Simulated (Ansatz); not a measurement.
The starting structures come from a database of crystals and need not be the phases stable at ambient conditions.

```yaml
crystal:
  lattice:
    - [7.13911, 0.00000, 0.00000]
    - [0.00000, 7.16585, 0.00000]
    - [0.00000, 0.00000, 10.12552]
  atoms:
    - { symbol: Sr, position: [0.78144, 0.21935, 0.96927] }
    - { symbol: Sr, position: [0.21856, 0.78065, 0.03073] }
    - { symbol: Sr, position: [0.28144, 0.28065, 0.03073] }
    - { symbol: Sr, position: [0.71856, 0.71935, 0.96927] }
    - { symbol: Sr, position: [0.71856, 0.71935, 0.53073] }
    - { symbol: Sr, position: [0.28144, 0.28065, 0.46927] }
    - { symbol: Sr, position: [0.21856, 0.78065, 0.46927] }
    - { symbol: Sr, position: [0.78144, 0.21935, 0.53073] }
    - { symbol: Sr, position: [0.05914, 0.51004, 0.75000] }
    - { symbol: Sr, position: [0.94086, 0.48996, 0.25000] }
    - { symbol: Sr, position: [0.55914, 0.98996, 0.25000] }
    - { symbol: Sr, position: [0.44086, 0.01004, 0.75000] }
    - { symbol: Ge, position: [0.99456, 0.97530, 0.75000] }
    - { symbol: Ge, position: [0.00544, 0.02470, 0.25000] }
    - { symbol: Ge, position: [0.49456, 0.52470, 0.25000] }
    - { symbol: Ge, position: [0.50544, 0.47530, 0.75000] }
    - { symbol: O, position: [0.50000, 0.00000, 0.50000] }
    - { symbol: O, position: [0.00000, 0.50000, 0.50000] }
    - { symbol: O, position: [0.00000, 0.50000, 0.00000] }
    - { symbol: O, position: [0.50000, 0.00000, 0.00000] }
```

Space group of this cell: Pnma. The cell is taken as given.

Transport runs along the normal of the first two printed cell vectors.

The gap is the functional's own, uncorrected, and κ follows it; spin-orbit coupling is left out. Mid-gap values are interpolated between the computed energies.

**Question.** Compute, with r2SCAN in Ansatz (a first-principles code), the band gap and the smallest decay constant κ at mid-gap.

**Answer.** Gap 0.65 eV on a 4×4×4 mesh; κ = 0.059 1/Å, at the zone centre.
